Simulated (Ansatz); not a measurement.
## MoSe2: carrier doping

Base system: MoSe$_{2}$ (space group P6_3/mmc, No. 194; layered, stacked along the Cartesian z axis).

```
MoSe2
1.0
    3.27711     0.00000     0.00000
   -1.63855     2.83806     0.00000
    0.00000     0.00000    12.73180
Mo Se
2 4
Direct
  0.33333   0.66667   0.25000
  0.66667   0.33333   0.75000
  0.33333   0.66667   0.61852
  0.66667   0.33333   0.11852
  0.66667   0.33333   0.38148
  0.33333   0.66667   0.88148
```

Carriers are added at fixed cell with a uniform background; the Fermi–Dirac width is that of 300 K.

Calculations: PBE-D3(BJ) (Ansatz, a quantum-chemistry and plane-wave program, PAW, no spin-orbit coupling).

Notes on the quantities. Fermi level from band edge: Fermi level relative to the doped band's edge (positive inside the band; to 0.05 eV).

| variant | Fermi level from band edge | gap between the host's bands |
|---|---|---|
| undoped | – | 0.74 eV |
| electrons 2.0×10^21 cm⁻³ | +0.30 eV | 0.72 eV |
| electrons 3.0×10^21 cm⁻³ | +0.40 eV | 0.72 eV |
| electrons 5.0×10^21 cm⁻³ | +0.50 eV | 0.70 eV |
| holes 2.0×10^21 cm⁻³ | +0.40 eV | 0.77 eV |
| holes 3.0×10^21 cm⁻³ | +0.50 eV | 0.77 eV |
| holes 5.0×10^21 cm⁻³ | +0.60 eV | 0.77 eV |

Carriers are added with a uniform compensating background; total energy and stress of such cells depend on the potential's zero and are not compared; many-body gap narrowing is missing at this level. Semilocal Kohn–Sham gaps tend to fall short of experiment. No phonon test of stability was made.
